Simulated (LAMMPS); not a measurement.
System: Ge (diamond structure), 216 atoms, at 730 K and 0 GPa, heated as the crystal.

Method: MD with a machine-learned potential, pair style snap, file Ge_Zuo_JPCA2020.quadratic.snap; code LAMMPS.

```
angle (°)  probability per degree, Ge-Ge-Ge
---------  --------------------------------
82.50                                0.0000
85.50                                0.0001
88.50                                0.0005
91.50                                0.0019
94.50                                0.0045
97.50                                0.0123
100.5                                0.0236
103.5                                0.0416
106.5                                0.0579
109.5                                0.0618
112.5                                0.0540
115.5                                0.0378
118.5                                0.0210
121.5                                0.0105
124.5                                0.0038
127.5                                0.0014
130.5                                0.0006
133.5                                0.0001
136.5                                0.0000
```

The data show:
- state found: crystal; no diffusion seen in 15 ps
- most common Ge-Ge-Ge angle: in the 3° bin centred on 109.5° (mean of all 109°)

Caution: with SNAP Ge_Zuo_JPCA2020.quadratic.snap the 0 K volume of this crystal is 7 % off the measured one.
